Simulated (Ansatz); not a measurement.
## Carrier properties of GaSb (I-4m2)

```
CELL_PARAMETERS angstrom
      0.00000     2.96829     3.13297
      2.96829     0.00000     3.13297
      2.96829     2.96829     0.00000
ATOMIC_POSITIONS crystal
  Ga 0.00000 0.00000 0.00000
  Sb 0.25000 0.25000 0.25000
```

Computed with r2SCAN with spin-orbit coupling, rigid bands (plane waves, PAW; Ansatz, a program for electronic structure). Condition of this run: biaxial stress in (001) of 2.7 GPa (compression positive) (the target of the relaxation). Geometry: cell and atoms relaxed with PBEsol, then loaded as said.

```yaml
band_gap: 0.38 eV
electron conductivity mass (300 K, dilute): 0.148 (x), 0.148 (y), 0.126 (z) mₑ
hole conductivity mass (300 K, dilute): 0.104 (x), 0.104 (y), 0.29 (z) mₑ
effective density of states N_c (300 K): 9.4e18 cm⁻³
effective density of states N_v (300 K): 9.7e17 cm⁻³
density_of_states_mass_electrons: 0.52 mₑ
density_of_states_mass_holes: 0.114 mₑ
Seebeck coefficient, n-type 1e19 cm⁻³, 300 K: -240 μV/K
best n-type power factor at 300 K for τ = 10 fs (best axis; densities from 1e16 to 1e21 cm⁻³ tried, whether or not they can be reached): 23 μW/(cm·K²) at 3e20 cm⁻³
Seebeck coefficient, p-type 1e19 cm⁻³, 300 K: 129 μV/K
best p-type power factor at 300 K for τ = 10 fs (best axis; densities from 1e16 to 1e21 cm⁻³ tried, whether or not they can be reached): 4.4 μW/(cm·K²) at 1e20 cm⁻³
```

Rigid bands; masses and Seebeck coefficients take one relaxation time τ for all states and one kind of carrier; polarons and phonon drag are left out. Geometry: cell and atoms relaxed with PBEsol.
